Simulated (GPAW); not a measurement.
**Equation of state of MoSi2-type MoSi2 (space group 139): energy against volume (GPAW, LDA)**

```yaml
crystal:
  lattice:
    - [-1.54258, 1.54258, 3.77234]
    - [1.54258, -1.54258, 3.77234]
    - [1.54258, 1.54258, -3.77234]
  atoms:
    - { symbol: Si, position: [0.66500, 0.66500, 0.00000] }
    - { symbol: Si, position: [0.33500, 0.33500, 0.00000] }
    - { symbol: Mo, position: [0.00000, 0.00000, 0.00000] }
```

Computed with LDA (Perdew-Wang 92), GPAW PAW datasets LDA (gpaw-data 1.0.1) (plane waves; GPAW 25.7.0). Settings: mode = pw; ecut = 585 eV; xc = LDA; kpts = 22 22 22; mesh shift (steps) = 0 0 0; occupations.name = fermi-dirac; occupations.width = 0.05 eV; nbands = -7; convergence.density = 1e-05 e/electron; symmetry.symmorphic = false; symmetry.tolerance = 0.0005; maxiter = 120. The cell above is the first row's. The rows scale it uniformly. In all rows fractional positions and the k mesh are held. E is the free energy at the stated smearing, counted from the lowest row.

| V (Å^3/atom) | E (meV/atom) |
|---|---|
| 11.969 | 79.71 |
| 12.229 | 45.08 |
| 12.489 | 20.95 |
| 12.749 | 6.24 |
| 13.009 | 0.00 |
| 13.270 | 1.36 |
| 13.530 | 9.56 |
| 13.790 | 23.88 |
| 14.050 | ? |

Using the third-order Birch-Murnaghan form, a cubic in V^(-2/3), estimate the missing E at V = 14.050 from the other rows, showing the fit.

With u = V^(-2/3) - 0.182, the rows have u = 0.009115, 0.006396, 0.003773, 0.001238, -0.001212, -0.003590, -0.005883, -0.008104. Least squares gives E = 2.112 + 2532.17·u + 649709·u² + 712573·u³. Residuals (row less fit): -0.002, 0.007, -0.003, -0.004, 0.004, -0.002, 0.004, -0.002; standard error 0.005 (degrees of freedom: 4). Its minimum lies at u = -0.001955, so V0 = (0.180045)^(-3/2) = 13.09. There d²E/du² = 1291000 and d³E/du³ = 4275000, so B0 = (4/9) × 13.09^(-7/3) × 1291000 × 0.160218 = 228 GPa (the last factor turns the table's units into GPa), and B0' = 4 + (2/3) × 0.180045 × (4275000)/1291000 = 4.4. The program's pressures in the fitted runs (not shown) pass through zero at V = 13.09, 0.03 % from this V0. At the withheld row, u = -0.010256, so E = 2.112 + 2532.17 × (-0.010256) + 649709 × (-0.010256)² + 712573 × (-0.010256)³ = 43.713 meV/atom. The calculation gives 43.70 meV/atom, 0.013 meV/atom below the prediction (under 0.05 % of the range of E in the table). The row lies outside the fitted rows, so this is an extrapolation. From the scatter of the fitted rows alone, a prediction at this place has a standard error of 0.013 meV/atom, so the miss is 1.0 times that.

Carrying the step between the two nearest rows on in a straight line would have given 38.20, off by 5.50; series whose last step already gives the withheld value aren't shown. The scan was laid around a cell of about the measured size, scaled by a guess for this functional; axis ratios and inner coordinates come from that cell. The runs keep the symmetry of the cell, so they don't test it for distortions. Spin polarisation is off. The shape of the cell and the inner coordinates aren't relaxed, so V0 and B0 belong to this uniform scaling; a relaxed crystal lies no higher in energy and is usually softer (forces reach 0.20 eV/Å in these rows). Cutoffs and mesh are single choices, not tested for convergence of this quantity. Series with a scatter that would blur these digits, or in which a gap closes, are not shown. Nor are scans whose minimum lies at an end fitted in this form.
